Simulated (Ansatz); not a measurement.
The starting structures come from a database of crystals and need not be the phases stable at ambient conditions.

Tunnelling through a barrier is set by its complex band structure: the current falls as exp(−2κd) with the smallest κ.

Here is the system:

```xyz
16
Lattice="7.5890 0.0000 0.0000 0.0361 7.5889 0.0000 3.7764 -3.7944 3.6116" Properties=species:S:1:pos:R:3 pbc="T T T"
Rb     7.5890     0.0000     1.6956
Rb     3.7945     0.0000     3.5014
H      2.7589     5.4787     0.8500
H      4.8662     2.1102     0.8500
H      9.2863     2.7328     2.6558
H      5.8917    -2.7328     2.6558
P      3.8125     3.7944     1.8163
P      3.7945     0.0000     0.0105
O      6.9314    -2.7127     2.6740
O      8.2465     2.7127     2.6740
O      4.8912     3.1498     0.8682
O      2.7339     4.4390     0.8682
O      2.6979    -0.6548     0.8113
O      4.8911     0.6548     0.8113
O      3.1525     2.7010     2.6171
O      4.4365    -2.7010     2.6171
```

Space group of this cell: Fdd2. The cell is taken as given; by PBEsol its mean pressure is 2.8 GPa.

Transport runs along the normal of the first two printed cell vectors.

No gap correction and no spin-orbit coupling; mid-gap values are interpolated between computed energies.

Q: Predict the band gap and the smallest decay constant κ at mid-gap from PBEsol (Ansatz, a first-principles code).

A: Gap 5.51 eV on a 8×8×8 mesh; κ = 0.486 1/Å, at the zone centre.
